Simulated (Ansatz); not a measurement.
Consider the following.

```
CELL_PARAMETERS angstrom
      0.00000     3.24460     3.24460
      3.24460     0.00000     3.24460
      3.24460     3.24460     0.00000
ATOMIC_POSITIONS crystal
  Te 0.75000 0.75000 0.75000
  Cd 0.00000 0.00000 0.00000
```

No spin polarisation.

Level of theory: Ansatz (a first-principles code), PBEsol, PAW, cutoff 420 eV, without spin-orbit coupling. Γ-centred 9×9×9 mesh, Fermi–Dirac width 0.05 eV.

Q: What electron mass does the calculation give?

A: 0.055 mₑ (at Γ).

Q: Estimate the band gap.

A: 0.65 eV.

Q: Predict the hole mass (degenerate bands, along [100]).

A: 0.056, 0.51, 0.51 mₑ (at Γ).

Spin-orbit coupling, missing from the scalar runs, can matter with Te. Effective masses come from finite differences of ±0.01 Å⁻¹. No phonon test of stability was made. The cell was made from HgTe by this change: Hg → Cd.
